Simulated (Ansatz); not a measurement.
# Cu under a change: biaxial strain +0.83 %, plane normal [111], relaxed out of plane

Start from Cu in the fcc (Cu type) structure (space group Fm-3m, No. 225; a = 3.564 Å; relaxed with 0.1 eV smearing). Axes: x, y, z lie along the cube axes.

The change: tensile biaxial strain of 0.83 % in the plane normal to [111], as in epitaxy on a mismatched substrate; the out-of-plane cell vector and the atoms relax.

Calculations: Kohn–Sham DFT with the PBEsol functional, run in Ansatz (a first-principles code) with PAW and 420 eV plane waves, spin-orbit coupling left out. Settings: 32×32×32 k-points, 0.1 eV Fermi–Dirac smearing.

```json
[
 {"quantity": "volume per atom", "base": "11.32 Å³", "changed": "11.44 Å³", "shift": "+0.12 Å³"},
 {"quantity": "space group", "base": "Fm-3m (No. 225)", "changed": "R-3m (No. 166)", "shift": "–"},
 {"quantity": "energy relative to the base (free energy F)", "base": "0 meV/atom", "changed": "+1.5 meV/atom", "shift": "+1.5 meV/atom"},
 {"quantity": "pressure (mean of the normal stresses, compression positive)", "base": "0.0 GPa", "changed": "-1.7 GPa", "shift": "-1.7 GPa"},
 {"quantity": "band gap", "base": "zero", "changed": "zero", "shift": "–"},
 {"quantity": "out-of-plane strain", "base": "–", "changed": "-0.60 %", "shift": "–"},
 {"quantity": "ratio −ε⊥/ε∥", "base": "–", "changed": "0.72", "shift": "–"},
 {"quantity": "mean in-plane stress (compression positive)", "base": "–", "changed": "-2.5 GPa", "shift": "–"}
]
```

Cost of the whole job for the changed cell (relaxation, final SCF and bands): about 2.5 core-minutes (a rough figure).

Stability against distortions was not tested. The final runs are not spin-polarised.
